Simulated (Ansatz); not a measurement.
Start from Al2Cu (space group I4/mcm, No. 140; a = 6.0062 Å, c = 4.7905 Å).

Structures relaxed with r2SCAN/PAW in Ansatz (an electronic-structure program), without spin-orbit coupling, earlier PAW set.

Base:

Simulated powder pattern, Cu Kα1, λ = 1.54056 Å (kinematic, ideal powder, no thermal factors, no anomalous dispersion; the 10 strongest lines at most, above 2 %, up to 2θ = 90°):

```json
[
 {"2θ (°)": "20.90", "I/Imax (%)": "100", "hkl": "(110)"},
 {"2θ (°)": "29.72", "I/Imax (%)": "33", "hkl": "(200)"},
 {"2θ (°)": "38.39", "I/Imax (%)": "50", "hkl": "(211)"},
 {"2θ (°)": "42.54", "I/Imax (%)": "34", "hkl": "(220)"},
 {"2θ (°)": "43.33", "I/Imax (%)": "75", "hkl": "(112)"},
 {"2θ (°)": "47.85", "I/Imax (%)": "74", "hkl": "(310)"},
 {"2θ (°)": "48.58", "I/Imax (%)": "62", "hkl": "(202)"},
 {"2θ (°)": "69.99", "I/Imax (%)": "16", "hkl": "(420)"},
 {"2θ (°)": "74.52", "I/Imax (%)": "21", "hkl": "(402)"},
 {"2θ (°)": "78.40", "I/Imax (%)": "24", "hkl": "(332)"}
]
```

Modification: every Cu is replaced by Ga, then cell and atoms are relaxed.

After the change:

Simulated powder pattern, Cu Kα1, λ = 1.54056 Å (kinematic, ideal powder, no thermal factors, no anomalous dispersion; the 10 strongest lines at most, above 2 %, up to 2θ = 90°):

| 2θ (°) | I/Imax (%) | hkl |
|---|---|---|
| 20.19 | 97 | (110) |
| 28.70 | 44 | (200) |
| 36.40 | 51 | (211) |
| 39.43 | 100 | (112) |
| 41.04 | 33 | (220) |
| 44.68 | 68 | (202) |
| 46.14 | 80 | (310) |
| 69.97 | 28 | (402) |
| 73.68 | 27 | (332) |
| 88.38 | 23 | (314) |

The indices refer to each structure's own conventional cell; one index is shown for lines that coincide.

Whether these cells are dynamically stable was not tested. As relaxed here, Al2Ga is a hypothetical phase, not in the database extracts checked. The final runs are not spin-polarised.
